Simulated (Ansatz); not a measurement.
Start from ScAl3 in the Cu3Au type structure (space group Pm-3m, No. 221; a = 4.072 Å; relaxed with 0.1 eV smearing). Axes: x, y, z lie along the cube axes.

Level of theory: PBEsol, PAW, 420 eV (Ansatz, an electronic-structure program; without spin-orbit coupling).

The change: the cell is scaled by 1.0120 in all directions, atoms relaxed at fixed cell.

**Question.** Predict the stress tensor and what it implies for the stiffness.

**Answer.** Stress of the strained cell less that of the base (GPa, compression positive):
```
   -3.0     0.0     0.0
    0.0    -3.0     0.0
    0.0     0.0    -3.0
```

Then B = −ΔP/(ΔV/V₀) with ΔV/V₀ = 0.0364 gives secant stiffness values (nonlinear terms included at this strain): B ≈ 83 GPa.

As a check, the harmonic strain energy −½ V₀ Δσ:ε is 5.8 meV/atom; the computed energy rise is 6.0 meV/atom.

Whether these cells are dynamically stable was not tested. The final runs are not spin-polarised.
